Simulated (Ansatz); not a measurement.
Band structure of SrZnSbF (P4/nmm, 8 atoms in the cell).

```yaml
crystal:
  lattice:
    - [4.35454, 0.00000, 0.00000]
    - [0.00000, 4.35454, 0.00000]
    - [0.00000, 0.00000, 9.47616]
  atoms:
    - { symbol: Sr, position: [0.00000, 0.50000, 0.86010] }
    - { symbol: Sr, position: [0.50000, 0.00000, 0.13990] }
    - { symbol: Zn, position: [0.50000, 0.50000, 0.50000] }
    - { symbol: Zn, position: [0.00000, 0.00000, 0.50000] }
    - { symbol: Sb, position: [0.00000, 0.50000, 0.32098] }
    - { symbol: Sb, position: [0.50000, 0.00000, 0.67902] }
    - { symbol: F, position: [0.50000, 0.50000, 0.00000] }
    - { symbol: F, position: [0.00000, 0.00000, 0.00000] }
```

Method of the run: LDA (PW92), PAW files made with PBE (plane waves; Ansatz, a first-principles code).

Settings: kpoints.mp_grid.grid = 5 5 3; hamiltonian.xc = lda; hamiltonian.pseudopotentials = {kind: paw} (the program's default PAW files); scf.occupations.method = gaussian; scf.occupations.width = 0.01 Ry; kpoints.band_path.npoints = 8.

The starting cell comes from a database of computed structures (which also holds hypothetical and non-ambient phases and stackings), without a prior relaxation at this level. Spin-orbit coupling is off. The run gives no clean gap (levels at the Fermi energy touch, overlap or are partly filled at this smearing), which alone does not show that the compound is a metal.

Levels in eV from the Fermi level, bands 41 to 48:
```tsv
point	41	42	43	44	45	46	47	48
Γ	-1.95	-0.95	-0.29	-0.06	-0.06	1.24	1.39	2.38
X	-1.78	-1.78	-0.66	-0.66	1.50	1.50	2.44	2.44
M	-2.82	-2.82	-2.55	-2.55	1.45	1.45	1.47	1.47
Z	-1.94	-1.52	-0.24	-0.07	-0.07	1.39	1.86	2.40
R	-1.60	-1.60	-0.66	-0.66	1.38	1.38	2.42	2.42
A	-2.84	-2.84	-2.55	-2.55	1.46	1.46	1.77	1.77
```

Bands cross the Fermi level along this path, so the cell is metallic at this level.

Keys are those of Ansatz 0.2.
